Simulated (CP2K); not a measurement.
Band structure of CsAsF₆ (R-3, 8 atoms in the cell).

```yaml
crystal:
  lattice:
    - [5.16708, 0.00000, 0.00000]
    - [-0.58769, 5.13355, 0.00000]
    - [-0.58769, -0.65880, 5.09110]
  atoms:
    - { symbol: Cs, position: [0.50000, 0.50000, 0.50000] }
    - { symbol: As, position: [0.00000, 0.00000, 0.00000] }
    - { symbol: F, position: [0.18959, 0.27548, 0.92234] }
    - { symbol: F, position: [0.81041, 0.72452, 0.07766] }
    - { symbol: F, position: [0.92234, 0.18959, 0.27548] }
    - { symbol: F, position: [0.07766, 0.81041, 0.72452] }
    - { symbol: F, position: [0.27548, 0.92234, 0.18959] }
    - { symbol: F, position: [0.72452, 0.07766, 0.81041] }
```

Level of theory: CP2K with PBEsol, GPW, DZVP-MOLOPT-SR-GTH basis, GTH-PBE potentials (GTH_POTENTIALS).

Settings: CUTOFF = 550 Ry; REL_CUTOFF = 40 Ry; KPOINTS/SCHEME = MONKHORST-PACK 5 5 5; XC_FUNCTIONAL = PBE:PBESOL; Cs/BASIS_SET = DZVP-MOLOPT-SR-GTH-q9; Cs/POTENTIAL = GTH-PBE-q9; As/BASIS_SET = DZVP-MOLOPT-SR-GTH-q5; As/POTENTIAL = GTH-PBE-q5; F/BASIS_SET = DZVP-MOLOPT-SR-GTH-q7; F/POTENTIAL = GTH-PBE-q7; METHOD = GPW; EPS_DEFAULT = 1e-10; EXTRAPOLATION = USE_GUESS; NGRIDS = 5.

The starting cell comes from a database of computed structures (which also holds hypothetical and non-ambient phases and stackings), without a prior relaxation at this level. Values carry the incompleteness of an atom-centred basis. The potentials were made for another functional than the one used.

Q: Predict the gap along the standard path and the places of the band edges.

A: The gap along the path is 5.50 eV, direct at Γ to within 0.01 eV.

Levels in eV from the top of the valence band on the SCF mesh, bands 25 to 29:
| point | 25 | 26 | 27 | 28 | 29 |
|---|---|---|---|---|---|
| Γ | -0.57 | -0.26 | -0.26 | 0.00 | 5.50 |
| P | -0.64 | -0.17 | -0.10 | -0.10 | 6.29 |
| Z | -0.63 | -0.17 | -0.10 | -0.10 | 6.28 |
| Q | -0.66 | -0.14 | -0.09 | -0.09 | 6.31 |
| F | -0.60 | -0.22 | -0.10 | -0.08 | 6.19 |
| P1 | -0.64 | -0.17 | -0.10 | -0.10 | 6.29 |
| Q1 | -0.66 | -0.14 | -0.09 | -0.09 | 6.31 |
| L | -0.60 | -0.15 | -0.09 | -0.02 | 6.16 |

Higher empty bands are left out: an atom-centred basis made for the valence describes them poorly.
